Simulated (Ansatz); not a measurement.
Where the default PAW files enter, the runs use the earlier of Ansatz's two default sets.

```xyz
6
Lattice="2.6935 0.0000 0.0000 0.0000 5.9866 0.0000 0.0000 2.9933 2.9933" Properties=species:S:1:pos:R:3 pbc="T T T"
Si     1.3467     2.9933     0.0000
Si     0.0000     0.0000     0.0000
O      0.0000     2.9933     1.1564
O      0.0000     5.9866     1.8369
O      1.3467     1.1564     0.0000
O      1.3467     4.8302     0.0000
```

Space group of this cell: P4_2/mnm, rutile. The cell is taken as given; by r2SCAN its mean pressure is -9.7 GPa.

The current runs along the normal of the first two printed vectors, the (110) plane. All runs by Ansatz (an electronic-structure program), plane waves and PAW, without spin-orbit coupling; the base is r2SCAN.

| run | mean pressure (GPa) | gap (eV) | mid-gap κ (1/Å) |
|---|---|---|---|
| base | -9.7 | 5.97 | 0.415 |
| all lengths scaled by 0.98 | 10.7 | … | … |
| all lengths scaled by 1.02 | -25.2 | 4.94 | 0.369 |
| lda in place of r2scan | -14.1 | … | … |
| lengths across the current scaled by 0.98, ions clamped | 4.0 | 6.74 | 0.441 |
| lengths across the current scaled by 1.02, ions clamped | -20.8 | 5.22 | 0.387 |
| lengths along the current scaled by 0.97, ions clamped | -0.6 | … | … |
| lengths along the current scaled by 1.03, ions clamped | -17.0 | 5.49 | 0.387 |
| pbesol in place of r2scan | -6.7 | 4.99 | 0.382 |

Question: Complete the blanks.

Answer: 
- all lengths scaled by 0.98, gap (eV): 7.10
- all lengths scaled by 0.98, mid-gap κ (1/Å): 0.461
- lda in place of r2scan, gap (eV): 5.01
- lda in place of r2scan, mid-gap κ (1/Å): 0.388
- lengths along the current scaled by 0.97, ions clamped, gap (eV): 6.41
- lengths along the current scaled by 0.97, ions clamped, mid-gap κ (1/Å): 0.444
